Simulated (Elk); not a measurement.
Band structure of Cu₃Ge (P-6m2, 4 atoms in the cell).

```
Cu3Ge
1.0
    2.72837     0.00000     0.00000
   -1.36418     2.36284     0.00000
    0.00000     0.00000     8.26948
Cu Ge
3 1
Direct
  0.00000   0.00000   0.50000
  0.66667   0.33333   0.74231
  0.66667   0.33333   0.25769
  0.00000   0.00000   0.00000
```

Level of theory: Elk 10.2.4 with PBEsol, all-electron FP-LAPW, Elk's shipped species files, APW+lo basis with extra local orbitals.

Settings: xctype = 22; rgkmax = 8; stype = 0; swidth = 0.00999582 Ha; ngridk = 7 7 2; vkloff = 0.5 0.5 0.5; gmaxvr = 18 1/bohr; lmaxapw = 10; lmaxo = 8; nxlo = 2; lorbcnd = true; lradstp = 2; nrmtscf = 2; lmaxi = 4.

The starting cell comes from a database of computed structures (which also holds hypothetical and non-ambient phases and stackings), without a prior relaxation at this level. Spin polarisation is off. Values depend on the basis (sphere radii, cutoffs, local orbitals), which need not be converged.

Levels in eV from the Fermi level, bands 30 to 37:
```csv
point,30,31,32,33,34,35,36,37
Γ,-2.26,-1.95,-1.86,-1.86,1.26,10.36,10.54,10.54
M,-1.73,-1.66,-1.01,-0.01,1.27,1.69,5.07,5.39
K,-1.76,-1.74,-1.62,1.25,2.55,3.12,3.25,3.47
A,-2.25,-2.25,-1.87,-1.87,3.87,5.80,10.54,10.54
L,-1.81,-1.66,-1.10,0.38,1.56,2.02,3.99,4.40
H,-1.82,-1.66,-1.39,1.14,2.23,2.29,4.35,4.42
```

Bands cross the Fermi level along this path, so the cell is metallic at this level.
